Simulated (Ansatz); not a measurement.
## Effect of biaxial strain −2.20 %, plane normal [001], relaxed out of plane on MgS

The reference is MgS in the rock salt structure (space group Fm-3m, No. 225; a = 5.205 Å). Axes: x, y, z lie along the cube axes.

Now apply this change: biaxial strain −2.20 %, plane normal [001], relaxed out of plane (Cartesian); in-plane vectors clamped, the third vector and the atoms free.

Method: r2SCAN, PAW, 500 eV (Ansatz, a quantum-chemistry and plane-wave program; no SOC), earlier PAW set. k-mesh 11×11×11 (Γ-centred); smearing 0.05 eV (Fermi–Dirac).

| quantity | base | changed | shift |
|---|---|---|---|
| space group | Fm-3m (No. 225) | I4/mmm (No. 139) | – |
| shortest interatomic distance | 2.603 Å | 2.545 Å | -0.0573 Å |
| energy relative to the base (free energy F) | 0 meV/atom | +9.9 meV/atom | +9.9 meV/atom |
| band gap | 3.47 eV | 3.38 eV | -0.085 eV |
| gap character | – | indirect, Γ → X | – |
| smallest direct gap | 4.64 eV | 4.81 eV | +0.17 eV |
| electron mass | 0.51 mₑ along k, 0.30 mₑ across (at X) | 0.51 mₑ along k, 0.31 mₑ across (at X) | – |
| valence-band top at Γ (three highest levels, from the VBM) | 0.00, 0.00, 0.00 eV | 0.00, -0.14, -0.14 eV | – |
| valley order (the lowest conduction-band minima on the path, energy above the VBM, named in the base's zone) | X along ⟨100⟩ 3.47 eV; Γ 4.64 eV | X along [100] 3.38 eV; X along [001] 3.60 eV; Γ 4.81 eV | – |
| out-of-plane strain | – | +1.33 % | – |
| ratio −ε⊥/ε∥ | – | 0.60 | – |

Final structure (turned so that z lies along the plane normal):

```
MgS
1.0
    3.59960     0.00000     0.00000
    0.00000     3.59960     0.00000
    1.79980    -1.79980     2.63716
S Mg
1 1
Direct
  0.00000   0.00000   0.00000
  0.50000   0.50000   0.00000
```

Cost of the whole job for the changed cell (relaxation, final SCF and bands): about 30 core-seconds (a rough figure).

Masses are band curvatures over ±0.01 Å⁻¹ around the edge. Along k means along the line from Γ to the band edge. Stability against distortions was not tested. k-point labels follow each cell's own Brillouin zone.
